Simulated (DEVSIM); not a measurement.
Structure: Pd/SiO2/p-Ge capacitor, at 300 K.

```csv
layer (left to right),material,thickness (nm),Na (cm⁻³)
1,SiO2,1.40,-
2,Ge,620,9.3e17
```

Metal gate on the left, work function 5.2 eV. Fixed charge at the semiconductor interface 0 cm⁻² (in units of +e); no interface traps.

The device is made up for the run: typed textbook-type constants, with dimensions and the other settings drawn at random. Values at 300 K.

```
parameter      SiO2       Ge
-------------  ----  -------
gap (eV)          9    0.664
affinity (eV)   0.9        4
permittivity    3.9       16
Nc (cm⁻³)         -  1.04e19
Nv (cm⁻³)         -     6e18
```

Model (solved in DEVSIM): 1D Poisson equation in equilibrium, Boltzmann statistics, complete ionisation; no quantum confinement or tunnelling. Metal contacts follow the ideal Schottky-Mott rule: no Fermi-level pinning, no interface dipoles.

### Question
Tabulate band edges, carrier densities and field at 1.05 V on the gate.

### Answer
Energies count from the Fermi level of the right contact; mesh points crowd at the junctions.

| x (μm) | Ec (eV) | Ev (eV) | n (cm⁻³) | p (cm⁻³) | field (V/cm) |
|---|---|---|---|---|---|
| 0.000 | 3.250 | -5.750 | < 1e2 | < 1e2 | 1000000 |
| 0.0005343 | 3.305 | -5.695 | < 1e2 | < 1e2 | 1000000 |
| 0.0009617 | 3.349 | -5.651 | < 1e2 | < 1e2 | 1000000 |
| 0.001524 | 0.296 | -0.368 | 1.1e14 | 3.9e12 | 250000 |
| 0.002945 | 0.330 | -0.334 | 3.0e13 | 1.5e13 | 230000 |
| 0.005046 | 0.377 | -0.287 | 4.8e12 | 9.0e13 | 210000 |
| 0.008493 | 0.444 | -0.220 | 3.7e11 | 1.2e15 | 180000 |
| 0.01759 | 0.560 | -0.104 | 4.0e9 | 1.1e17 | 83000 |
| 0.03003 | 0.610 | -0.054 | 6.0e8 | 7.3e17 | 12000 |
| 0.05314 | 0.616 | -0.048 | 4.7e8 | 9.3e17 | 130 |
| 0.09106 | 0.616 | -0.048 | 4.7e8 | 9.3e17 | ≈ 0 |
| 0.1912 | 0.616 | -0.048 | 4.7e8 | 9.3e17 | ≈ 0 |
| 0.3317 | 0.616 | -0.048 | 4.7e8 | 9.3e17 | ≈ 0 |
| 0.4531 | 0.616 | -0.048 | 4.7e8 | 9.3e17 | ≈ 0 |
| 0.5420 | 0.616 | -0.048 | 4.7e8 | 9.3e17 | ≈ 0 |
| 0.5756 | 0.616 | -0.048 | 4.7e8 | 9.3e17 | ≈ 0 |
| 0.5961 | 0.616 | -0.048 | 4.7e8 | 9.3e17 | ≈ 0 |
| 0.6072 | 0.616 | -0.048 | 4.7e8 | 9.3e17 | ≈ 0 |
| 0.6152 | 0.616 | -0.048 | 4.7e8 | 9.3e17 | ≈ 0 |
| 0.6184 | 0.616 | -0.048 | 4.7e8 | 9.3e17 | ≈ 0 |
| 0.6202 | 0.616 | -0.048 | 4.7e8 | 9.3e17 | ≈ 0 |
| 0.6214 | 0.616 | -0.048 | 4.7e8 | 9.3e17 | ≈ 0 |
